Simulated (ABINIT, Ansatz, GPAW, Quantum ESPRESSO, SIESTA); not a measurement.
# Code comparison for InPd (Pm-3m, 2 atoms in the cell)

Self-consistent single point.

```xyz
2
Lattice="3.2981 0.0000 0.0000 0.0000 3.2981 0.0000 0.0000 0.0000 3.2981" Properties=species:S:1:pos:R:3 pbc="T T T"
In     0.0000     0.0000     0.0000
Pd     1.6490     1.6490     1.6490
```

Shared settings, as Ansatz (a quantum-chemistry and plane-wave program) writes them: kpoints.mp_grid.grid = 13 13 13; scf.occupations.method = gaussian; scf.occupations.width = 0.2 eV. Potentials and cutoffs stand in the table.

| code | model | pressure (GPa) | cutoff |
|---|---|---|---|
| SIESTA | LDA PW92, numerical atomic orbitals DZP, PseudoDojo LDA standard norm-conserving potentials (rewritten from UPF to PSML) | -9.70 | grid 300 Ry |
| Ansatz | LDA (PW92), default PAW files made with PBE | -9.25 | 420 eV |
| GPAW | LDA (Perdew-Wang 92), GPAW PAW datasets LDA (gpaw-data 1.0.1) | -9.34 | 600 eV |
| Quantum ESPRESSO | LDA (PZ), PSlibrary ultrasoft (LDA) pseudopotentials | -10.13 | 50 Ry |
| ABINIT | LDA (PW92), PAW (JTH v2.0 LDA PAW) | -9.28 | 48 Ry |

On Ansatz's run: spin polarisation is off.

The spread over the programs that give each value: pressure within 0.88 GPa.

SIESTA uses small atom-centred bases, whose incompleteness enters pressures, forces and empty levels differently from a plane-wave cutoff. Ansatz's pressure is given at a fixed set of plane waves, as the other plane-wave codes print theirs; with its correction for the finite basis it is -9.21 GPa. The same LDA comes in different parametrisations, which differ slightly.

The starting cell comes from a database of computed structures (which also holds hypothetical and non-ambient phases and stackings), without a prior relaxation at this level. Its lattice was rescaled by a random factor within 2.5 % of one.

Left out of this page: Elk and FLEUR (not drawn, or without a comparable value).

Keys are those of Ansatz 0.2.
